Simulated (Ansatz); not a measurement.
Consider WSi2 (space group I4/mmm, No. 139; relaxed with 0.1 eV smearing).

```
CELL_PARAMETERS angstrom
     -1.59264     1.59264     3.88656
      1.59264    -1.59264     3.88656
      1.59264     1.59264    -3.88656
ATOMIC_POSITIONS crystal
  Si 0.66535 0.66535 0.00000
  Si 0.33465 0.33465 0.00000
  W  0.00000 0.00000 0.00000
```

Cartesian axes are those of the cell as printed.

The values are results of Kohn–Sham DFT with the LDA functional, run in Ansatz (a program for electronic structure) with PAW and 420 eV plane waves, without spin-orbit coupling, not measurements.

One thing is altered: uniaxial strain ε_zz = −3.00 %, all other strain components held at zero, atoms relaxed at fixed cell.

Question: Predict the stress tensor and what it implies for the stiffness.

Answer: Stress of the strained cell less that of the base (GPa, compression positive):
```
    3.4     0.0     0.0
    0.0     3.4     0.0
    0.0     0.0    19.7
```

Then −Δσ_ii/ε with ε = -0.0300 gives secant stiffness values (nonlinear terms included at this strain): C33 ≈ 655 GPa, C13 ≈ 113 GPa and C23 ≈ 113 GPa.

As a check, the harmonic strain energy −½ V₀ Δσ:ε is 24 meV/atom; the computed energy rise is 23 meV/atom.

No phonon test of stability was made. The final runs are not spin-polarised.
